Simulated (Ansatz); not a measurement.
An Ansatz (a program for electronic structure) run: AlRu with a change (uniaxial strain ε_zz = −0.50 %); LDA (Ansatz; PAW; 420 eV plane waves; no SOC).

Input:

Ansatz 0.2 input:
```yaml
crystal:
  lattice:
    - [2.9545150223, 0, 0]
    - [0, 2.9545150223, 0]
    - [0, 0, 2.9397424472]
  atoms:
    - { symbol: Al, position: [0.5, 0.5, 0.5] }
    - { symbol: Ru, position: [0, 0, 0] }
basis: { ecutwfc: 420, ecutrho_ratio: 4, xc_grid: 2, fft_grid_basis: typed }
kpoints: { mp_grid: { grid: [19, 19, 19] } }
hamiltonian:
  xc: lda
  dispersion: none
  pseudopotentials: { kind: paw }
scf: { occupations: { method: fermi_dirac, width: 0.1 }, convergence: { dr2_threshold: 0.0000000002 } }
relax: { f_tol: 0.005, max_steps: 50 }
output: { forces: true, stress: true }
checkpoint: { write: state.ck, write_every: 1000 }
```

Output (explanatory and most iteration lines left out):

```
Relaxation: its limit of steps is 50 (relax.max_steps)
Pseudopotential: Al, paw, valence charge 3
Pseudopotential: Ru, paw, valence charge 16
Crystal: 2 atoms, lattice volume = 25.661 Å³
Basis set: ecut = 420 eV, 485 PW (Γ), exchange–correlation on 40×40×40 points (8 copies of the dense FFT grid, shifted against one another)
Bands: 14, of which v1, the nominal top of the filled ones, is band 10 counted from 1 (9 counted from 0)
Symmetry: 16 space group operations
Space group: P4/mmm (ITA 123), of the structure as read, at distance tolerance 2.9e-5 Å
k-points: 550 of 6859
Functional: x = slater, c = lda
SCF iter   1: F=—  HF=-6272.489599 eV  |F-HF|=—  |Δ(HF+E_count)|=         —  Δρ=8.44e-3  dr2=1.78e-2  ethr=1.77e-3  ⟨swp⟩=5.0  Hψ=41330  notcnv=0
SCF iter   2: F=—  HF=-6272.487343 eV  |F-HF|=—  |Δ(HF+E_count)|=   2.26e-3  Δρ=4.92e-3  dr2=7.12e-3  ethr=9.38e-5  ⟨swp⟩=1.3  Hψ=12273  notcnv=0
SCF 1 converged in 7 iterations: F = -6272.485727 eV  dr2 = 7.49e-11
relax step   1: F+E_penalty+E_count = -6272.48572733 eV  Δ(F+E_penalty+E_count) = +0.000e0 eV  max|allowed force component| = 5.300e-31 eV/Å  Δτ_max = 0.0000 Å  (7 SCF iters, accepted)
SCF converged after 7 iterations
Free energy (F): -6272.485727 eV
Internal energy: -6272.435969 eV  (E = F + TS)
E sigma→0 (E₀):  -6272.460848 eV
Entropy (-TS):   -0.049758 eV (-24.879 meV/atom)
Fermi energy:    16.690186 eV
--- Forces (eV/Å), atoms counted from 1 ---
  atom   1  Al     0.00000000     0.00000000     0.00000000
  atom   2  Ru    -0.00000000    -0.00000000     0.00000000
--- Stress (GPa, compression-positive) ---
        0.855484       0.000000       0.000000
        0.000000       0.855484       0.000000
        0.000000       0.000000       1.811171
  P = ⅓ Tr σ = 1.1740 GPa (11.740 kbar)
--- Relaxed structure (1 steps of the walk, 1 accepted, 0 SCFs on fresh bases) ---
  atoms:
    - { symbol: Al, position: [0.5, 0.5, 0.5] }
    - { symbol: Ru, position: [0.0, 0.0, 0.0] }
```

Whether these cells are dynamically stable was not tested. All final runs are without spin polarisation. The cell was made from AlRu in the CsCl type structure (space group Pm-3m, No. 221) by this change: uniaxial strain ε_zz = −0.50 %.
